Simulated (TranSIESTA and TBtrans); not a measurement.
Run with TranSIESTA and TBtrans (open boundaries, self-consistent; PseudoDojo norm-conserving potentials, scalar-relativistic): PAO.BasisSize SZP, PAO.EnergyShift 0.15 eV, XC.Authors PBE, Mesh.Cutoff 200 Ry, ElectronicTemperature 300 K, TS.Voltage 0.0 eV, TBT.Elecs.Eta 0.001 eV, no spin polarisation.

Junction: junction of a Ag chain and a Si chain. Leads: Ag chain (spacing 2.65 Å) on the left, Si chain (2.25 Å) on the right. Geometry: as built, not relaxed.

**Question.** Predict: conductance at 300 K (G0 = 2e²/h); mean T from −0.5 to 0.5 eV.

**Answer.** conductance at 300 K (G0 = 2e²/h): 0.76; mean T from −0.5 to 0.5 eV: 0.73. The straight chain is held at its spacing; free chains may zigzag or dimerise. No spin-polarised start was tried, so a magnetic state, if there is one, is missed.
